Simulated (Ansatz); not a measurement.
CdSe, pressure series

Consider CdSe in the zinc blende structure (space group F-43m, No. 216).

```yaml
crystal:
  lattice:
    - [0.00000, 3.06664, 3.06664]
    - [3.06664, 0.00000, 3.06664]
    - [3.06664, 3.06664, 0.00000]
  atoms:
    - { symbol: Se, position: [0.75000, 0.75000, 0.75000] }
    - { symbol: Cd, position: [0.00000, 0.00000, 0.00000] }
```

Cell and atoms are relaxed at each pressure.

Level of theory: r2SCAN (Ansatz, a first-principles code), no spin-orbit coupling.

Notes on the quantities. hole mass: degenerate bands, along [100].

```
case                 electron mass  band gap                    hole mass  lattice parameter a
-----------------  ---------------  --------  ---------------------------  -------------------
base               0.093 mₑ (at Γ)   1.04 eV  0.098, 0.70, 0.70 mₑ (at Γ)              6.133 Å
pressure −2 GPa    0.088 mₑ (at Γ)   0.94 eV  0.093, 0.75, 0.75 mₑ (at Γ)              6.222 Å
pressure −1 GPa    0.091 mₑ (at Γ)   0.99 eV  0.096, 0.72, 0.72 mₑ (at Γ)              6.175 Å
pressure 0.9 GPa   0.095 mₑ (at Γ)   1.08 eV   0.10, 0.68, 0.68 mₑ (at Γ)              6.100 Å
pressure 2.1 GPa   0.097 mₑ (at Γ)   1.12 eV   0.10, 0.66, 0.66 mₑ (at Γ)              6.058 Å
pressure 4.5 GPa    0.10 mₑ (at Γ)   1.20 eV   0.11, 0.63, 0.63 mₑ (at Γ)              5.985 Å
pressure 9 GPa      0.11 mₑ (at Γ)   1.32 eV   0.11, 0.58, 0.58 mₑ (at Γ)              5.874 Å
pressure 15 GPa     0.11 mₑ (at Γ)   1.44 eV   0.12, 0.53, 0.53 mₑ (at Γ)              5.759 Å
pressure 22.5 GPa   0.12 mₑ (at Γ)   1.55 eV   0.12, 0.49, 0.49 mₑ (at Γ)              5.647 Å
pressure 30 GPa     0.12 mₑ (at Γ)   1.64 eV   0.13, 0.45, 0.45 mₑ (at Γ)              5.557 Å
```

Load acts through the strain it causes; cell and atoms are relaxed under it. Masses are band curvatures over ±0.01 Å⁻¹ around the edge. Whether these cells are dynamically stable was not tested. Tetrahedral semiconductors of this kind turn to denser phases somewhere between about 1 and 50 GPa; those were not computed, so compressed cells here can lie past the real transition.
